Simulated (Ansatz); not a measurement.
Consider Tl in the hcp (Mg type) structure (space group P6_3/mmc, No. 194; a = 3.520 Å, c = 5.602 Å).

All numbers come from Ansatz (a quantum-chemistry and plane-wave program), r2SCAN, PAW, cutoff 500 eV, without spin-orbit coupling.

One change was made to it. Results:

The band gap stays zero; the c/a ratio grows by 0.059 to 1.651; the lattice parameter a decreases by 0.006 Å (3.520 Å → 3.514 Å).

**Question.** Name the change that was made.
A. Tl → Pb
B. Tl → Ga
C. Tl → Al
D. Tl → In

**Answer.** A, Tl → Pb. For comparison, the lattice parameter a in the other runs: Tl → In gives 3.333 Å; Tl → Al gives 2.818 Å; Tl → Ga gives 2.946 Å.

Whether these cells are dynamically stable was not tested. As relaxed here, Ga is a hypothetical phase, not in the database extracts checked. For In and Al in this form, whether it has been made was not checked. This is not the structure that Pb has at room temperature and ambient pressure. This is not the structure that In has at room temperature and ambient pressure. This is not the structure that Al has at room temperature and ambient pressure.
